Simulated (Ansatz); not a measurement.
Base system: Ge in the diamond structure (space group Fd-3m, No. 227; a = 5.622 Å).

The values are results of LDA in Ansatz (plane waves to 420 eV, PAW, no spin-orbit coupling), not measurements.

Base values:

| Quantity | Value |
|---|---|
| Pressure | 0.0 GPa |
| Band gap | zero |

It is then changed as follows: every lattice vector is stretched by 0.50 %, atoms relaxed at fixed cell.

Problem. Predict the new pressure.

Solution. The pressure goes from zero to -1.0 GPa.

Problem. How does this affect the energy relative to the base?

Solution. The energy grows by 1.1 meV/atom.

Problem. How does this affect the band gap?

Solution. The band gap remains zero.

The cells carry an imposed strain or load. Stability against distortions was not tested. The zero or small gap of Ge can change with the level of theory.

Ansatz is an electronic-structure program.
